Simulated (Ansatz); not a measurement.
The reference is BiB in the zinc blende structure (space group F-43m, No. 216; a = 5.456 Å; a hypothetical phase, not in the database extracts checked).

Modification: cell and atoms relaxed at a pressure of 50 GPa.

Levels (all Ansatz, a program for electronic structure, PAW): PBEsol (420 eV, scalar-relativistic without spin-orbit coupling); HSE06+SOC (420 eV, spin-orbit coupling included).

The geometry is relaxed with PBEsol.

| Property | Result |
|---|---|
| PBEsol lowest conduction level above the VBM at special points | X 0.63 eV; K 1.19 eV; U 1.19 eV; Γ 2.42 eV |
| PBEsol valence-band top at Γ | 0.00, 0.00, 0.00 eV |

Task: What does HSE06+SOC give at this geometry for the lowest conduction level above the VBM at special points and valence-band top at Γ?

Result: The lowest conduction level above the VBM at special points goes from X 0.63 eV; K 1.19 eV; U 1.19 eV; Γ 2.42 eV to X 1.00 eV; K 1.61 eV; U 1.61 eV; Γ 2.34 eV; the valence-band top at Γ (three highest Kramers pairs, from the VBM) becomes 0.00, 0.00, -1.34 eV (PBEsol: 0.00, 0.00, 0.00 eV). The threefold valence maximum splits by Δso ≈ 1.34 eV.

Single points use the geometry relaxed with PBEsol. HSE06 was sampled on its mesh, a few special points and the semilocal edge points, so its gap is an upper bound. The spin-orbit shifts are approximate. With Bi present, leaving out spin-orbit coupling can change the band edges. The levels and masses belong to the bands next to the band gap. Load acts through the strain it causes; cell and atoms are relaxed under it. Whether these cells are dynamically stable was not tested. No other phases were tried under pressure.
